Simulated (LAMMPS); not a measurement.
Pressure dependence of Pd (fcc) at 1100 K, from the crystal.

Computed with classical MD, pair style meam, file library.meam (library.meam-Pd); code LAMMPS.

```tsv
P (GPa)	state	volume	coordination number
0	crystal; no diffusion seen in 30 ps	14.9740 ± 0.0005 Å³/atom	12.0 (counted to 3.34 Å)
2	crystal; no diffusion seen in 30 ps	14.8081 ± 0.0003 Å³/atom	12.0 (counted to 3.34 Å)
5	crystal; no diffusion seen in 30 ps	14.5801 ± 0.0004 Å³/atom	12.0 (counted to 3.30 Å)
```

Caution: the potential MEAM library.meam-Pd is a first-neighbour MEAM set with a 4 Å cutoff, used here without a parameter file and away from the static properties it was fitted to.

Caution (rows 2; 5): a run this short can hold a crystal over, or a liquid under, the potential's own melting point, which these runs don't give.

Estimate the isothermal bulk modulus at zero pressure. A parabola P(ln V) through the three points gives −dP/d ln V = 170 GPa at zero pressure.

States go by the mean squared displacement: a species diffuses where it passes 1.5 Å², still rises and gives D over 1e-6 cm²/s; a crystal has left its structure where atoms lie 0.35 Å off their sites on average or a cubic box changes its shape by 3 %, or the axial ratios of another lie 8 % off the starting cell's, which the potential's own relaxation can also do.

Uncertainties are statistical and leave out the potential's own error.
